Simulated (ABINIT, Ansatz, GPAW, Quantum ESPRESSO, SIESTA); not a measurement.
# InPd (Pm-3m, 2 atoms in the cell) computed with different codes at matched settings

Self-consistent single point.

```
CELL_PARAMETERS angstrom
      3.29806     0.00000     0.00000
      0.00000     3.29806     0.00000
      0.00000     0.00000     3.29806
ATOMIC_POSITIONS crystal
  In 0.00000 0.00000 0.00000
  Pd 0.50000 0.50000 0.50000
```

Shared settings, as Ansatz (a first-principles code) writes them: kpoints.mp_grid.grid = 6 6 6; scf.occupations.method = gaussian; scf.occupations.width = 0.2 eV. Potentials and cutoffs stand in the table.

| code | model | pressure (GPa) | cutoff |
|---|---|---|---|
| SIESTA | GGA PBE, numerical atomic orbitals DZP, PseudoDojo PBE standard norm-conserving potentials (rewritten from UPF to PSML) | 0.35 | grid 300 Ry |
| ABINIT | PBE, PAW (JTH v2.0 PBE PAW) | 0.83 | 48 Ry |
| GPAW | PBE, GPAW PAW datasets PBE (gpaw-data 1.0.1) | 0.65 | 600 eV |
| Ansatz | PBE, default PAW files | 0.90 | 420 eV |
| Quantum ESPRESSO | PBE, PSlibrary ultrasoft (PBE) pseudopotentials | 0.01 | 50 Ry |

On Ansatz's run: spin polarisation is off.

The spread over the programs that give each value: pressure within 0.89 GPa.

SIESTA uses small atom-centred bases, whose incompleteness enters pressures, forces and empty levels differently from a plane-wave cutoff. Ansatz's pressure is given at a fixed set of plane waves, as the other plane-wave codes print theirs; with its correction for the finite basis it is 0.98 GPa.

On the base mesh (13 13 13) the same programs gave: Ansatz pressure 0.76 GPa; Quantum ESPRESSO pressure -0.15 GPa; ABINIT pressure 0.71 GPa; GPAW pressure 0.50 GPa; SIESTA pressure 0.15 GPa.

The starting cell comes from a database of computed structures (which also holds hypothetical and non-ambient phases and stackings), without a prior relaxation at this level. Its lattice was rescaled by a random factor within 2.5 % of one.

Left out of this page: Elk and FLEUR (not drawn, or without a comparable value).

Keys are those of Ansatz 0.2.
